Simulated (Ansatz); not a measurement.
Ansatz (a first-principles code) run on TaBeB (P3m1, 3 atoms in the cell): self-consistent single point.

Method: LDA (PW92), default PAW files made with PBE (plane waves; Ansatz).

The change in words: lattice scaled by 0.98; kpoints.mp_grid.grid: 12 12 10 → 34 34 30. Reference geometry:
```
TaBeB
1.0
    3.24015     0.00000     0.00000
   -1.62007     2.80605     0.00000
    0.00000     0.00000     3.23636
Ta Be B
1 1 1
Direct
  0.00000   0.00000   0.01545
  0.33333   0.66667   0.50000
  0.66667   0.33333   0.50000
```

Reference input (self-consistent single point, DFT, LDA (PW92), plane waves, default PAW files made with PBE): basis.ecutwfc = 420 eV; kpoints.mp_grid.grid = 12 12 10; hamiltonian.xc = lda; hamiltonian.pseudopotentials = {kind: paw} (the program's default PAW files); scf.occupations.method = fermi_dirac; scf.occupations.width = 0.1 eV. This run's input differs from it in these lines:

Ansatz 0.2 input:
```diff
@@ -3,5 +3,5 @@
   lattice:
-    - [3.240150, 0.000000, 0.000000]
-    - [-1.620075, 2.806053, 0.000000]
-    - [0.000000, 0.000000, 3.236362]
+    - [3.175347, 0.000000, 0.000000]
+    - [-1.587674, 2.749932, 0.000000]
+    - [0.000000, 0.000000, 3.171635]
   atoms:
@@ -14,3 +14,3 @@
   mp_grid:
-    grid: [12, 12, 10]
+    grid: [34, 34, 30]
 hamiltonian:
```

Log, with long lists cut:

```
SCF iter   1: F=—  HF=-9922.714449 eV  |F-HF|=—  |Δ(HF+E_count)|=         —  Δρ=6.24e-3  dr2=1.11e-2  ethr=1.77e-3  ⟨swp⟩=5.4  Hψ=241122  notcnv=0
all-band conjugate gradients solve this SCF's bands
preconditioner: auto → none
SCF iter   2: F=—  HF=-9922.711475 eV  |F-HF|=—  |Δ(HF+E_count)|=   2.97e-3  Δρ=3.74e-3  dr2=4.28e-3  ethr=6.17e-5  ⟨swp⟩=1.0  Hψ=66528  notcnv=0
SCF iter   3: F=—  HF=-9922.709998 eV  |F-HF|=—  |Δ(HF+E_count)|=   1.48e-3  Δρ=4.54e-4  dr2=7.99e-5  ethr=2.38e-5  ⟨swp⟩=2.0  Hψ=56491  notcnv=0
SCF iter   4: F=—  HF=-9922.709968 eV  |F-HF|=—  |Δ(HF+E_count)|=   2.95e-5  Δρ=1.22e-4  dr2=2.39e-6  ethr=4.44e-7  ⟨swp⟩=2.0  Hψ=57025  notcnv=0
SCF iter   5: F=—  HF=-9922.709967 eV  |F-HF|=—  |Δ(HF+E_count)|=   1.08e-6  Δρ=2.77e-5  dr2=2.79e-7  ethr=1.33e-8  ⟨swp⟩=2.0  Hψ=65991  notcnv=0
SCF iter   6: F=-9922.709967 eV  HF=-9922.709967 eV  |F-HF|=1.78e-8  |Δ(HF+E_count)|=   1.09e-7  Δρ=8.77e-6  dr2=2.36e-8  ethr=5.56e-10  ⟨swp⟩=5.6  Hψ=172750  notcnv=0
SCF 1 converged in 6 iterations: F = -9922.709967 eV  dr2 = 2.36e-8
Free energy (F): -9922.709967 eV
Internal energy: -9922.701937 eV  (E = F + TS)
E sigma→0 (E₀):  -9922.705952 eV
Entropy (-TS):   -0.008030 eV (-2.677 meV/atom)
Fermi energy:    17.069122 eV
--- Forces (eV/Å), atoms counted from 1 ---
  atom   1  Ta    -0.00000000     0.00000000    -0.88687845
  atom   2  Be     0.00000000    -0.00000000     0.53750775
  atom   3  B      0.00000000     0.00000000     0.34929048
--- Stress (GPa, compression-positive) ---
       10.007486      -0.000000       0.000000
       -0.000000      10.007486       0.000000
        0.000000       0.000000       9.843579
  P = ⅓ Tr σ = 9.9529 GPa (99.529 kbar)
  The stress holds the Pulay correction. Without it, at fixed plane waves, as pw.x and ABINIT print it: P = 9.8212 GPa
```

The run converged in 6 iterations. Against the reference run the free energy rises by 4.6 meV/atom, the pressure goes from -6.50 to 9.95 GPa and the largest force goes from 0.724 to 0.887 eV/Å.

The starting cell comes from a database of computed structures (which also holds hypothetical and non-ambient phases and stackings), without a prior relaxation at this level. Its lattice was rescaled by up to half a per cent. One atom was moved a little off its site on purpose. For this run, on top of that: lattice scaled by 0.98. Spin polarisation is off. With a pressure of about 10 GPa the cell is away from its equilibrium volume at this level. Ansatz's pressure includes its estimate of the finite-basis (Pulay) stress.

Cost on one core of a shared machine: roughly 2 min.
